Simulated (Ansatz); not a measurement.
Candidates (primitive cells; geometry: cell and atoms relaxed with PBEsol):
A. BaS (Fm-3m), a = b = c = 4.4773 Å, α = β = γ = 60.00°
B. MgS (Fm-3m), a = 3.6640 Å, b = 3.6640 Å, c = 3.6640 Å, α = 60.00°, β = 60.00°, γ = 60.00°
C. YN (Fm-3m), a = b = c = 3.4340 Å, α = β = γ = 60.00°

Question: Put the candidates in order of band gap, lowest first, for r2SCAN, rigid bands (Ansatz, an electronic-structure program).

Answer: C (0.54 eV), A (2.51 eV), B (3.50 eV)

Spin-orbit coupling is left out.

Formula and space group known from diffraction (Crystallography Open Database), not checked to be the room-temperature form: BaS (Fm-3m).
